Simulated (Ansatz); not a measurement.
PrCl3 (P6₃/m, No. 176; cell taken from a computed entry)

The numbers are results of r²SCAN (PAW; Ansatz, a first-principles code), not measurements.

Settings: plane-wave cutoff 500 eV, 6×6×10 k mesh (along the axes of the cell as run), Fermi–Dirac smearing 0.05 eV, spin-polarised start, scalar-relativistic PAW data made under PBE.

Cell: relaxed at this level.

| Item | Result |
|---|---|
| equilibrium volume per atom | 25.96 Å³/atom |
| lattice parameter a | 7.516 Å |
| c axis length | 4.244 Å |

Note: the magnetic order was assumed, not searched for or taken from measurement; the relaxation could not lower the start's symmetry, so the cell can be a saddle point above a distorted one; the 4f shell is treated without U or exact exchange, so its levels and filling can be wrong.

Spin–orbit coupling is not included.

The computed numbers hold no vibrational or temperature effects.

Cost on a shared machine: very roughly 9 core-minutes.
